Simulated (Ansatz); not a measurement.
## Hypothetical rock salt GaSb, pressure series

Start from GaSb in the rock salt structure (space group Fm-3m, No. 225; a hypothetical phase, not in the database extracts checked).

```xyz
2
Lattice="0.0000 2.8994 2.8994 2.8994 0.0000 2.8994 2.8994 2.8994 0.0000" Properties=species:S:1:pos:R:3 pbc="T T T"
Sb     0.0000     0.0000     0.0000
Ga     2.8994     2.8994     2.8994
```

Cell and atoms are relaxed at each pressure.

Calculations: PBE, PAW, 420 eV (Ansatz, a quantum-chemistry and plane-wave program; no spin-orbit coupling).

Notes on the quantities. enthalpy: H = E + PV relative to the base's energy.

| variant | lattice parameter a | enthalpy |
|---|---|---|
| base | 5.799 Å | – |
| pressure −2 GPa | 5.878 Å | -0.31 eV/atom |
| pressure −1 GPa | 5.836 Å | -0.15 eV/atom |
| pressure 0.3 GPa | 5.788 Å | +0.05 eV/atom |
| pressure 0.7 GPa | 5.775 Å | +0.11 eV/atom |
| pressure 1.5 GPa | 5.749 Å | +0.23 eV/atom |
| pressure 3 GPa | 5.705 Å | +0.44 eV/atom |
| pressure 5 GPa | 5.653 Å | +0.73 eV/atom |
| pressure 7.5 GPa | ? | +1.08 eV/atom |
| pressure 10 GPa | 5.548 Å | +1.41 eV/atom |

### Question
What belongs in the blanks?

### Answer

- pressure 7.5 GPa, lattice parameter a: 5.597 Å

Load acts through the strain it causes; cell and atoms are relaxed under it. No phonon test of stability was made. No other phases were tried under pressure. All final runs are without spin polarisation.
